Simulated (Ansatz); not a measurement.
## How a calculation on Mg6TiNi (Amm2, 8 atoms in the cell) responds to its settings

```yaml
crystal:
  lattice:
    - [4.76110, 0.00000, 0.00000]
    - [0.00000, 3.01262, 5.44824]
    - [0.00000, -3.01262, 5.44824]
  atoms:
    - { symbol: Mg, position: [0.00000, 0.82512, 0.34302] }
    - { symbol: Mg, position: [0.00000, 0.34302, 0.82512] }
    - { symbol: Mg, position: [0.00000, 0.32787, 0.32787] }
    - { symbol: Mg, position: [0.50000, 0.67979, 0.16443] }
    - { symbol: Mg, position: [0.50000, 0.16443, 0.67979] }
    - { symbol: Mg, position: [0.50000, 0.16753, 0.16753] }
    - { symbol: Ti, position: [0.50000, 0.68978, 0.68978] }
    - { symbol: Ni, position: [0.00000, 0.80248, 0.80248] }
```

Base run A: LDA (PW92), default PAW files made with PBE (Ansatz, a first-principles code), self-consistent single point.

Its settings: basis.ecutwfc = 420 eV; kpoints.mp_grid.grid = 7 6 6; hamiltonian.xc = lda; hamiltonian.pseudopotentials = {kind: paw} (the program's default PAW files); scf.occupations.method = cold; scf.occupations.width = 0.05 eV.

The starting cell comes from a database of computed structures (which also holds hypothetical and non-ambient phases and stackings), without a prior relaxation at this level. Spin polarisation is off. In the base run, with a pressure of about -4 GPa the cell is away from its equilibrium volume at this level. Ansatz's pressure includes its estimate of the finite-basis (Pulay) stress.

ΔF is the free energy per atom less that of run A. 

Run A gave: pressure (GPa) -3.64; largest force (eV/Å) 0.238; TS (meV/atom) 0.3.

Runs:
- B: scf.occupations.width = 0.002 eV
- C: scf.occupations.width = 0.01 eV
- D: scf.occupations.width = 0.025 eV
- E: scf.occupations.width = 0.1 eV
- F: scf.occupations.width = 0.15 eV
- G: scf.occupations.width = 0.2 eV
- H: scf.occupations.width = 0.3 eV
- I: scf.occupations.width = 0.5 eV

Problem. What does run C change against A?

Solution. The free energy hardly moves (within 1 meV/atom), the pressure moves little (-3.64 to -3.63 GPa) and the largest force goes from 0.238 to 0.246 eV/Å.

| run | ΔF (meV/atom) | pressure (GPa) | largest force (eV/Å) | TS (meV/atom) |
|---|---|---|---|---|
| A | 0.00 | -3.64 | 0.238 | 0.3 |
| B | 0.20 | -3.64 | 0.244 | 0.0 |
| C | 0.18 | -3.63 | 0.246 | 0.0 |
| D | 0.13 | -3.63 | 0.243 | 0.1 |
| E | -0.30 | -3.64 | 0.233 | 0.4 |
| F | -0.36 | -3.65 | 0.234 | -0.1 |
| G | -0.25 | -3.65 | 0.239 | -0.8 |
| H | 0.64 | -3.65 | 0.249 | -3.9 |
| I | 3.6 | -3.65 | 0.267 | -8.0 |

Left out of this page: 1 run of the series unsound by tests on forces, stress, charge or solver warnings.

Keys are those of Ansatz 0.2.
